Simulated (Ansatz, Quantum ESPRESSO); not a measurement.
## ScIr3 (Pm-3m, 4 atoms in the cell) computed with different codes at matched settings

Self-consistent single point.

```xyz
4
Lattice="3.8483 0.0000 0.0000 0.0000 3.8483 0.0000 0.0000 0.0000 3.8483" Properties=species:S:1:pos:R:3 pbc="T T T"
Sc     0.0000     0.0000     0.0000
Ir     0.0000     1.9242     1.9242
Ir     1.9242     0.0000     1.9242
Ir     1.9242     1.9242     0.0000
```

Shared settings, as Ansatz (a quantum-chemistry and plane-wave program) writes them: kpoints.mp_grid.grid = 6 6 6; magnetization.spin_orbit = true; scf.occupations.method = fermi_dirac; scf.occupations.width = 0.136 eV. Potentials and cutoffs stand in the table.

```csv
code,model,pressure (GPa),cutoff
Ansatz,"LDA (PW92) with spin-orbit coupling, PAW files made with PBE",5.57,420 eV
Quantum ESPRESSO,"LDA (PZ), spin-orbit coupling, PseudoDojo fully relativistic norm-conserving (PBE) pseudopotentials",7.18,80 Ry
```

The spread over the programs that give each value: pressure within 1.61 GPa.

Ansatz's pressure is given at a fixed set of plane waves, as the other plane-wave codes print theirs; with its correction for the finite basis it is 5.76 GPa. The same LDA comes in different parametrisations, which differ slightly.

The starting cell comes from a database of computed structures (which also holds hypothetical and non-ambient phases and stackings), without a prior relaxation at this level. Its lattice was rescaled by a random factor within 2.5 % of one.

Left out of this page: Elk and FLEUR (not drawn, or without a comparable value).

Keys are those of Ansatz 0.2.
